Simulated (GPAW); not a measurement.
Input and output of a self-consistent single point for TiNi (Pm-3m, 2 atoms in the cell) (GPAW)

Level of theory: LDA (Perdew-Wang 92), GPAW PAW datasets LDA (gpaw-data 1.0.1) (plane waves; GPAW).

This input was run:

```python
from ase import Atoms
from ase.units import GPa
from gpaw import GPAW, PW

atoms = Atoms(['Ti', 'Ni'],
              cell=[[2.960879, 0.000000, 0.000000],
                    [0.000000, 2.960879, 0.000000],
                    [0.000000, 0.000000, 2.960879]],
              scaled_positions=[[0.500000, 0.500000, 0.500000],
                                [0.000000, 0.000000, 0.000000]],
              pbc=True)

calc = GPAW(mode=PW(800),
            xc='LDA',
            kpts=(9, 9, 9),
            occupations={'name': 'methfessel-paxton', 'width': 0.1, 'order': 0},
            nbands=-6,
            convergence={'forces': 0.001},
            symmetry={'symmorphic': False, 'tolerance': 0.0005},
            maxiter=150)

atoms.calc = calc

energy = atoms.get_potential_energy()
print('Energy (eV):', round(energy, 6))
forces = atoms.get_forces()
print('Forces (eV/Ang):')
print(forces.round(5))
stress = atoms.get_stress()
print('Stress (GPa, Voigt):', (stress / GPa).round(4))
```

The program printed (abridged):

```
Input parameters:
  convergence: {forces: 0.001}
  kpts: [9 9 9]
  maxiter: 150
  mode: {ecut: 800.0,
         name: pw}
  nbands: -6
  occupations: {name: methfessel-paxton,
                order: 0,
                width: 0.1}
  symmetry: {symmorphic: False,
             tolerance: 0.0005}

species:
  Ti:
    name: Titanium
    Z: 22.0
    valence: 12
    core: 10
    charge: 0.0
    file: Ti.LDA.gz

    # Using partial waves for Ti as LCAO basis

  Ni:
    name: Nickel
    Z: 28.0
    valence: 16
    core: 12
    charge: 0.0
    file: Ni.LDA.gz

    # Using partial waves for Ni as LCAO basis

Reference energy: -64474.544929  # eV

Spin-paired calculation

Convergence criteria:
 Maximum [total energy] change in last 3 cyles: 0.0005 eV / valence electron
 Maximum integral of absolute [dens]ity change: 0.0001 electrons / valence electron
 Maximum integral of absolute [eigenst]ate change: 4e-08 eV^2 / valence electron
 Maximum change in the atomic [forces] across last 2 cycles: 0.001 eV/Ang OR
Maximum error relative to the maximum force is below inf
 Maximum number of scf [iter]ations: 150

Symmetries present (total): 48
Symmetries with fractional translations: 0
729 k-points: 9 x 9 x 9 Monkhorst-Pack grid
35 k-points in the irreducible part of the Brillouin zone
       k-points in crystal coordinates                weights
   0:     0.00000000    0.00000000    0.00000000          1/729
   1:     0.11111111    0.00000000    0.00000000          6/729
   2:     0.11111111    0.11111111    0.00000000         12/729
   [... 7 lines left out ...]
          ...
  34:     0.44444444    0.44444444    0.44444444          8/729

Wave functions: Plane wave expansion
  Cutoff energy: 800.000 eV
  Number of coefficients (min, max): 1325, 1357
  Pulay-stress correction: 0.000000 eV/Ang^3 (de/decut=0.000000)

Occupation numbers: Methfessel-Paxton:
  width: 0.1000  # eV
  order: 0

Eigensolver

Densities:
  Coarse grid: 20*20*20 grid
  Fine grid: 40*40*40 grid
  Total Charge: 0.000000

Density mixing:
  Method: separate
  Backend: pulay
  Linear mixing parameter: 0.05
  old densities: 5
  Damping of long wavelength oscillations: 50

Hamiltonian:
  XC and Coulomb potentials evaluated on a 40*40*40 grid
  External potential:
    NoExternalPotential

Number of atoms: 2
Number of atomic orbitals: 25
Number of bands in calculation: 20
Number of valence electrons: 28
Bands to converge: occupied

Density initialized from atomic densities
  20 bands from LCAO basis set

Atomic positions and initial magnetic moments

Positions:
   0 Ti     1.480439    1.480439    1.480439    ( 0.0000,  0.0000,  0.0000)
   1 Ni     0.000000    0.000000    0.000000    ( 0.0000,  0.0000,  0.0000)

Unit cell:
           periodic     x           y           z      points  spacing
  1. axis:    yes    2.960879    0.000000    0.000000    20     0.1480
  2. axis:    yes    0.000000    2.960879    0.000000    20     0.1480
  3. axis:    yes    0.000000    0.000000    2.960879    20     0.1480

  Lengths:   2.960879   2.960879   2.960879
  Angles:   90.000000  90.000000  90.000000

Effective grid spacing dv^(1/3) = 0.1480

     iter     time        total  log10-change:
                         energy   eigst   dens  force
iter:   1 --:--:--   -17.759566
iter:   2 --:--:--   -17.120370   -0.46  -1.47
iter:   3 --:--:--   -16.839690   -0.97  -1.52
iter:   4 --:--:--   -17.074048   -1.33  -1.66
iter:   5 --:--:--   -18.853927   -0.26  -1.68
iter:   6 --:--:--   -19.110488   -1.28  -1.26
iter:   7 --:--:--   -16.719317   -0.97  -1.23
iter:   8 --:--:--   -16.917596   -1.81  -2.03
iter:   9 --:--:--   -16.736965   -2.27  -1.88
iter:  10 --:--:--   -16.701358   -2.57  -2.28
iter:  11 --:--:--   -16.701237   -3.71  -2.98
iter:  12 --:--:--   -16.702031c  -3.71  -3.16
iter:  13 --:--:--   -16.701024c  -3.95  -2.97
iter:  14 --:--:--   -16.700814c  -4.97  -3.39
iter:  15 --:--:--   -16.700752c  -5.19  -3.62
iter:  16 --:--:--   -16.700747c  -5.62  -3.93
iter:  17 --:--:--   -16.700744c  -6.02  -3.87
iter:  18 --:--:--   -16.700744c  -6.43  -4.08c
iter:  19 --:--:--   -16.700744c  -7.20  -4.38c
iter:  20 --:--:--   -16.700745c  -6.82  -4.47c
iter:  21 --:--:--   -16.700745c  -8.37c -4.84c
iter:  22 --:--:--   -16.700745c  -8.81c -5.15c -29.24c

Converged after 22 iterations.

Dipole moment: (-0.000000, -0.000000, -0.000000) |e|*Ang

Energy contributions relative to reference atoms: (reference = -64474.544929)

Kinetic:        +11.282320
Potential:       -9.574630
External:        +0.000000
XC:             -18.513507
Entropy (-ST):   -0.018358
Local:           +0.114251
SIC:             +0.000000
--------------------------
Free energy:    -16.709923
Extrapolated:   -16.700745

Showing only first 2 kpts
 Kpt  Band  Eigenvalues  Occupancy
  0    12      7.29325    2.00000
  0    13      9.85582    0.00000
  0    14      9.85582    0.00000
  0    15     12.10354    0.00000

  1    12      7.32866    2.00000
  1    13      9.74619    0.00000
  1    14      9.89647    0.00000
  1    15     11.77149    0.00000

Fermi level: 9.40564

No gap
No difference between direct/indirect transitions
Energy (eV): -16.700745

Forces in eV/Ang:
  0 Ti    0.00000    0.00000    0.00000
  1 Ni   -0.00000   -0.00000   -0.00000

Stress tensor:
     0.022427     0.000000     0.000000
     0.000000     0.022427     0.000000
     0.000000     0.000000     0.022427
Stress (GPa, Voigt): [3.5932 3.5932 3.5932 0.     0.     0.    ]
```

The run converged in 22 iterations. GPAW prints stress with tension positive.

The starting cell comes from a database of computed structures (which also holds hypothetical and non-ambient phases and stackings), without a prior relaxation at this level. Its lattice was rescaled by a random factor within 2.5 % of one. Spin polarisation is off. With a pressure of about -4 GPa the cell is away from its equilibrium volume at this level.

Cost on one core of a shared machine: roughly 40 s.
